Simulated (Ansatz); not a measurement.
Effect of pressure −2 GPa on Mo

Take Mo in the bcc (W type) structure (space group Im-3m, No. 229; a = 3.161 Å) as the base.

Now apply this change: a negative pressure, −2 GPa.

Computed with plane-wave PAW DFT at the PBE level (Ansatz, a quantum-chemistry and plane-wave program, 420 eV), no spin-orbit coupling, earlier PAW set. Γ-centred 21×21×21 mesh, Fermi–Dirac width 0.05 eV.

* **Volume per atom**: 15.91 Å³ (base 15.79 Å³)
* **Lattice parameter a**: 5.989 bohr (base 5.973 bohr)
* **Shortest interatomic distance**: 5.186 bohr (base 5.173 bohr)
* **Enthalpy H = E + PV relative to the base's energy**: -0.20 eV/atom
* **Band gap**: zero (base zero)

Final structure:

```
CELL_PARAMETERS angstrom
     -1.58454     1.58454     1.58454
      1.58454    -1.58454     1.58454
      1.58454     1.58454    -1.58454
ATOMIC_POSITIONS crystal
  Mo 0.00000 0.00000 0.00000
```

Cost of the whole job for the changed cell (relaxation, final SCF and bands): very roughly 7 core-seconds.

Load acts through the strain it causes; cell and atoms are relaxed under it. Whether these cells are dynamically stable was not tested. All final runs are without spin polarisation.
